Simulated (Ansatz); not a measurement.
The starting structures come from a database of crystals and need not be the phases stable at ambient conditions.

Tunnelling through a barrier is set by its complex band structure: the current falls as exp(−2κd) with the smallest κ.

Consider the following.

```xyz
4
Lattice="5.3828 0.0000 0.0000 -2.6914 4.6616 0.0000 2.6914 1.5539 2.1975" Properties=species:S:1:pos:R:3 pbc="T T T"
W      0.0000     0.0000     0.0000
O      1.3457     0.7769     1.0988
O      4.0371     0.7769     1.0988
O      2.6914     3.1077     1.0988
```

The cell is taken as given; by PBEsol it stands under a pressure of -1.3 GPa.

Transport runs along the normal of the first two printed cell vectors, the (111) plane of the conventional cell.

The gap is the functional's own, uncorrected, and κ follows it; spin-orbit coupling is left out. Mid-gap means the computed energy nearest the middle.

### Question
Predict the band gap and the smallest decay constant κ at mid-gap from Ansatz (an electronic-structure program) with PBEsol.

### Answer
Gap 0.58 eV on a 14×14×14 mesh; κ = 0.119 1/Å, at the zone centre.
